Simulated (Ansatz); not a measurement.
Consider ZnSe in the zinc blende structure (space group F-43m, No. 216; a = 5.7330 Å).

Now apply this change: every lattice vector is shortened by 3.01 %; the atoms relax in the strained cell.

Levels (all Ansatz, a quantum-chemistry and plane-wave program, PAW): PBE (420 eV, spin-orbit coupling left out); r2SCAN (500 eV, without spin-orbit coupling).

The geometry is relaxed with PBE.

| Item | Result |
|---|---|
| PBE lowest conduction level above the VBM at special points | Γ 1.52 eV; L 2.64 eV; X 2.85 eV; K 3.53 eV |
| PBE hole mass | 0.11, 0.56, 0.56 mₑ (at Γ) |
| PBE electron mass | 0.11 mₑ (at Γ) |

What does r2SCAN give at this geometry for the lowest conduction level above the VBM at special points, hole mass and electron mass?

The lowest conduction level above the VBM at special points goes from Γ 1.52 eV; L 2.64 eV; X 2.85 eV; K 3.53 eV to Γ 2.11 eV; L 3.16 eV; X 3.21 eV; K 3.94 eV; the hole mass (degenerate bands, along [100]) becomes 0.14, 0.55, 0.55 mₑ (at Γ) (PBE: 0.11, 0.56, 0.56 mₑ (at Γ)); the electron mass changes from 0.11 mₑ (at Γ) to 0.13 mₑ (at Γ).

Single points use the geometry relaxed with PBE. The levels and masses belong to the bands next to the band gap. Masses are band curvatures over ±0.01 Å⁻¹ around the edge. Whether these cells are dynamically stable was not tested.
